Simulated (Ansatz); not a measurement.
Zinc-blende TlCl (model structure)

The numbers are results of LDA (plane waves, PAW; Ansatz, a first-principles code), not measurements.

Numerical settings: plane-wave cutoff 500 eV, 10×10×10 k mesh, Fermi–Dirac smearing 0.05 eV, scalar-relativistic PAW data made under PBE.

Cell (relaxed at this level):

```cif
data_ClTl
_chemical_formula_sum 'Tl1 Cl1'
_space_group_name_H-M_alt 'P 1'
_space_group_IT_number 1
_cell_length_a 4.85858
_cell_length_b 4.85858
_cell_length_c 4.85858
_cell_angle_alpha 60.000
_cell_angle_beta 60.000
_cell_angle_gamma 60.000
loop_
_space_group_symop_operation_xyz
  'x, y, z'
loop_
_atom_site_label
_atom_site_type_symbol
_atom_site_fract_x
_atom_site_fract_y
_atom_site_fract_z
_atom_site_occupancy
Tl1 Tl 0.00000 0.00000 0.00000 1
Cl1 Cl 0.25000 0.25000 0.25000 1
```

```json
{
 "band_gap": "2.73 eV (on the SCF k mesh)"
}
```

Note: the relaxation could raise the start's symmetry but not lower it, so the cell can be a saddle point.

Spin–orbit coupling is not included; with these elements it can move the gap by several tenths of an eV or more.

Static lattice: no zero-point or thermal effects.

It cost around 40 core-seconds (rough) of CPU time.

A model structure was made by putting elements into a prototype or built by hand; it is no filed structure, need not be a known phase, and can be a saddle point held by its symmetry.
